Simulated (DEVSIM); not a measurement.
Device: illuminated Si n-on-p cell, one wavelength, at 300 K.

Layer 1 from the left is Si, thickness (μm) 0.150, Nd (cm⁻³) 4e18, τn (s) 2.8e-6, τp (s) 1.2e-6, absorption coefficient (cm⁻¹) 4700. Layer 2 from the left is Si, thickness (μm) 62.0, Na (cm⁻³) 4.3e16, τn (s) 2.3e-5, τp (s) 2.3e-5, absorption coefficient (cm⁻¹) 4700.

Left contact: ohmic, minority hole recombination velocity 800 cm/s. Right contact: ohmic, minority electron recombination velocity 400 cm/s. Voltage is applied to the left contact. Recombination: SRH at mid-gap, radiative, Auger. Light enters at the left, 1.1e17 photons cm⁻² s⁻¹, one pass, no reflection. Mobility is constant in doping.

The device is made up for the run: typed textbook-type constants, with dimensions and the other settings drawn at random. Values at 300 K.

Si: gap (eV) 1.124, affinity (eV) 4.05, permittivity 11.7, Nc (cm⁻³) 2.86e19, Nv (cm⁻³) 3.1e19, μn (cm²/Vs) 1417, μp (cm²/Vs) 470, B (cm³/s) 4.7e-15, Cn (cm⁶/s) 2.8e-31, Cp (cm⁶/s) 9.9e-32.

Model (solved in DEVSIM): 1D drift-diffusion, Boltzmann statistics, complete ionisation; no tunnelling, impact ionisation, image-force lowering or self-heating.

What does the simulation give for the fill factor, the share of generated pairs collected at short circuit, the open-circuit voltage?

fill factor 0.84; share of generated pairs collected at short circuit 0.997; open-circuit voltage 0.643 V.
